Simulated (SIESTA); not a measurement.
Worked example: self-consistent single point of NaBi (P4/mmm, 2 atoms in the cell) in SIESTA.

Method: GGA PBEsol, numerical atomic orbitals DZP, PseudoDojo PBEsol standard norm-conserving potentials (rewritten from UPF to PSML) in SIESTA.

The change in words: lattice scaled by 0.98. Reference geometry:
```xyz
2
Lattice="3.4052 0.0000 0.0000 0.0000 3.4052 0.0000 0.0000 0.0000 4.8671" Properties=species:S:1:pos:R:3 pbc="T T T"
Na     1.7026     1.7026     2.4336
Bi     0.0000     0.0000     0.0000
```

Reference input (self-consistent single point, DFT, GGA PBEsol, numerical atomic orbitals DZP, PseudoDojo PBEsol standard norm-conserving potentials (rewritten from UPF to PSML)): XC.functional = GGA; XC.authors = PBEsol; potentials = PseudoDojo PBEsol standard; PAO.BasisSize = DZP; PAO.EnergyShift = 0.01 Ry; MeshCutoff = 300 Ry; kgrid.MonkhorstPack = 10 10 7; OccupationFunction = FD; ElectronicTemperature = 0.1 eV; MaxSCFIterations = 150; SCF.Mixer.Method = Broyden; SCF.Mixer.Weight = 0.1. This run's input differs from it in these lines:

```diff
@@ -12,5 +12,5 @@
 %block LatticeVectors
-     6.434895400    0.000000000    0.000000000
-     0.000000000    6.434895400    0.000000000
-     0.000000000    0.000000000    9.197561610
+     6.306197492    0.000000000    0.000000000
+     0.000000000    6.306197492    0.000000000
+     0.000000000    0.000000000    9.013610000
 %endblock LatticeVectors
@@ -18,3 +18,3 @@
 %block AtomicCoordinatesAndAtomicSpecies
-     3.217447700    3.217447700    4.598780805  1
+     3.153098746    3.153098746    4.506805000  1
      0.000000000    0.000000000    0.000000000  2
```

The program printed (abridged):

```
        iscf     Eharris(eV)        E_KS(eV)     FreeEng(eV)     dDmax    Ef(eV) dHmax(eV)
   scf:    1    -3462.671620    -3463.230038    -3463.256457  0.770862 -3.686077  3.094392
   scf:    2    -3463.338459    -3463.285057    -3463.311459  0.023575 -3.728634  2.607410
   scf:    3    -3463.515700    -3463.421671    -3463.447352  0.113333 -3.947376  0.731279
   scf:    4    -3463.426031    -3463.423923    -3463.449624  0.008971 -3.941208  0.445013
   scf:    5    -3463.426745    -3463.425680    -3463.451514  0.011835 -3.904163  0.012702
   scf:    6    -3463.425698    -3463.425689    -3463.451518  0.000217 -3.903618  0.007469
   scf:    7    -3463.425733    -3463.425711    -3463.451523  0.000454 -3.903316  0.004117
   scf:    8    -3463.425752    -3463.425732    -3463.451526  0.000483 -3.903042  0.001150
   scf:    9    -3463.425742    -3463.425737    -3463.451526  0.000136 -3.902990  0.000411
   scf:   10    -3463.425739    -3463.425738    -3463.451526  0.000027 -3.902988  0.000366
SCF Convergence by DM+H criterion
max |DM_out - DM_in|         :     0.0000273362
max |H_out - H_in|      (eV) :     0.0003663705
SCF cycle converged after 10 iterations

Using DM_out to compute the final energy and forces

siesta: E_KS(eV) =            -3463.4257

siesta: E_KS - E_eggbox =     -3463.4257

siesta: Atomic forces (eV/Ang):
     1    0.000000    0.000000    0.000000
     2    0.000000    0.000000   -0.000000
   Tot    0.000000    0.000000    0.000000
   Max    0.000000
   Res    0.000000    sqrt( Sum f_i^2 / 3N )
   Max    0.000000    constrained

Stress tensor Voigt[x,y,z,yz,xz,xy] (kbar):      -23.27      -23.27       -5.41       -0.00       -0.00        0.00
(Free)E + p*V (eV/cell)    -3462.8775
Target enthalpy (eV/cell)    -3463.4515

siesta: Program's energy decomposition (eV):
siesta: FreeEng =     -3463.451526

   [... lines left out ...]
siesta:    -0.014521    0.000000   -0.000000
siesta:     0.000000   -0.014521   -0.000000
siesta:    -0.000000   -0.000000   -0.003380

siesta: Cell volume =         53.117460 Ang**3

siesta: Pressure (static):
siesta:                Solid            Molecule  Units
siesta:           0.00011771          0.00011771  Ry/Bohr**3
siesta:           0.01080742          0.01080742  eV/Ang**3
siesta:          17.31539586         17.31539586  kBar
```

The run converged in 10 iterations. Against the reference run the free energy rises by 4.9 meV/atom and the pressure goes from -0.60 to 1.73 GPa.

The starting cell comes from a database of computed structures (which also holds hypothetical and non-ambient phases and stackings), without a prior relaxation at this level. For this run, on top of that: lattice scaled by 0.98. Values carry the incompleteness of an atom-centred basis.
